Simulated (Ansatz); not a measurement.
We consider antifluorite K₂Te, described by LDA in Ansatz (plane waves, PAW).

Numerical settings: plane-wave cutoff 520 eV, 8×8×8 k mesh, Fermi–Dirac smearing 0.01 eV, scalar-relativistic PAW data made under PBE.

Properties against volume:

| V (Å³/atom) | P (GPa) | direct gap at Γ (eV) | smallest gap on the k mesh (eV) |
|---|---|---|---|
| 38.979 | 1.21 | 2.432 | 2.279 |
| 39.809 | 0.76 | 2.369 | 2.234 |
| 40.638 | 0.36 | 2.308 | 2.190 |
| 41.467 | 0.01 | 2.250 | 2.148 |
| 42.297 | -0.31 | 2.195 | 2.105 |
| 43.126 | -0.60 | 2.142 | 2.062 |
| 43.955 | -0.85 | 2.091 | 2.021 |

The fundamental gap (2.15 eV at the equilibrium volume, with added k points) lies elsewhere than Γ–Γ.

Note: the relaxation could not lower the start's symmetry, so the cell can be a saddle point above a distorted one; the volume lies 8 % below that of the published cell.

Spin–orbit coupling is not included; with these elements it can move the gap by several tenths of an eV or more.

Ansatz is a quantum-chemistry and plane-wave program.
